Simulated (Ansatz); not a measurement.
System: Rh (model structure, Im-3m, No. 229, 1 atoms in the cell). Method: LDA in Ansatz (plane waves, PAW).

Numerical settings: plane-wave cutoff 520 eV, 26×26×26 k mesh, Fermi–Dirac smearing 0.05 eV, no spin polarisation, scalar-relativistic PAW data made under PBE.

Cell (relaxed at this level):

Space group Im-3m (No. 229); a = b = c = 3.007 Å, α = β = γ = 90.00°

```tsv
atom	site	symmetry	x	y	z
Rh	2a	m-3m	0.0000	0.0000	0.0000
```
(The calculation used a cell of 1 atom; values per cell refer to that cell.)

Problem. Estimate the bulk modulus that the calculation returns.

Solution. 
- bulk modulus: 291 GPa

Note: the run has no spin polarisation, so it can have missed a magnetic state; the bulk modulus is −V dP/dV from two relaxed cells at ±2 % in volume; the relaxation could raise the start's symmetry but not lower it, so the cell can be a saddle point.

A model structure was made by putting elements into a prototype or built by hand; it is no filed structure, need not be a known phase, and can be a saddle point held by its symmetry.

Ansatz is a first-principles code.
